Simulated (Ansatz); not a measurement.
System: ScGeO (model structure, started from the ZrSiS type, P4/nmm, No. 129, 6 atoms in the cell). Method: r²SCAN (Ansatz, a quantum-chemistry and plane-wave program, PAW).

Run with plane-wave cutoff 560 eV, 16×16×8 k mesh (along the axes of the cell as run), Fermi–Dirac smearing 0.05 eV, scalar-relativistic PAW data made under PBE.

Cell (relaxed at this level):

```xyz
6
Lattice="3.3470 0.0000 0.0000 0.0000 3.3470 0.0000 0.0000 0.0000 7.5275" Properties=species:S:1:pos:R:3 pbc="T T T"
Sc     0.0000     1.6735     4.9860
Sc     1.6735     0.0000     2.5415
Ge     0.0000     0.0000     0.0000
Ge     1.6735     1.6735     0.0000
O      1.6735     0.0000     4.5762
O      0.0000     1.6735     2.9512
```

Question: What does this level give for the bulk modulus B0?

Answer: 
* **bulk modulus B0**: 118 GPa

The run finds no gap.

Note: the bulk modulus is −V dP/dV from two relaxed cells at ±2 % in volume; the relaxation could raise the start's symmetry but not lower it, so the cell can be a saddle point.

Cost on a shared machine: very roughly 28 core-minutes.

A model structure was made by putting elements into a prototype or built by hand; it is no filed structure, need not be a known phase, and can be a saddle point held by its symmetry.
